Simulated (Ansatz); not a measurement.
Consider ZnSiP₂ in the chalcopyrite structure (space group I-42d, No. 122).

```
ZnSiP2
1.0
   -2.68876     2.68876     5.23303
    2.68876    -2.68876     5.23303
    2.68876     2.68876    -5.23303
Zn Si P
2 2 4
Direct
  0.75000   0.25000   0.50000
  0.00000   0.00000   0.00000
  0.25000   0.75000   0.50000
  0.50000   0.50000   0.00000
  0.14181   0.12500   0.51681
  0.60819   0.62500   0.48319
  0.37500   0.85819   0.98319
  0.87500   0.39181   0.01681
```

Method: r2SCAN (Ansatz, a first-principles code, PAW, no spin-orbit coupling).

Carriers are added at fixed cell with a uniform background; the Fermi–Dirac width is that of 300 K.

One change was made to it. Results:

The gap character remains direct at Γ; the Fermi level relative to the doped band's edge (positive inside the band; to 0.05 eV) comes out as +0.45 eV; the gap between the host's bands grows by 0.05 eV, from 1.55 eV to 1.60 eV.

Name the change that was made.
A) electrons 5.0×10^21 cm⁻³
B) holes 1.0×10^22 cm⁻³
C) holes 3.0×10^21 cm⁻³

C, holes 3.0×10^21 cm⁻³. For comparison, the Fermi level from band edge in the other runs: holes 1.0×10^22 cm⁻³ gives +0.70 eV; electrons 5.0×10^21 cm⁻³ gives +0.80 eV.

Charged cell with a jellium background: band edges are those of the host's band count, energies are not comparable with the neutral cell, and many-body gap narrowing is missing. Stability against distortions was not tested.
